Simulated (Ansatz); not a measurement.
Consider the following.

```
ZrC
1.0
    0.00000     2.30732     2.30732
    2.30732     0.00000     2.30732
    2.30732     2.30732     0.00000
Zr C
1 1
Direct
  0.00000   0.00000   0.00000
  0.50000   0.50000   0.50000
```

No spin polarisation.

Level of theory: Ansatz (a first-principles code) PBE, scalar-relativistic without spin-orbit coupling. Settings: 21×21×21 k-points, 0.1 eV Fermi–Dirac smearing.

### Question
Predict the pressure.

### Answer
15.2 GPa.

### Question
Predict the space group.

### Answer
Fm-3m (No. 225).

### Question
Estimate the band gap.

### Answer
Zero.

The cells carry an imposed strain or load. Stability against distortions was not tested. The final runs are not spin-polarised. The cell was made from ZrC in the rock salt structure (space group Fm-3m, No. 225) by this change: isotropic strain −2.00 %.
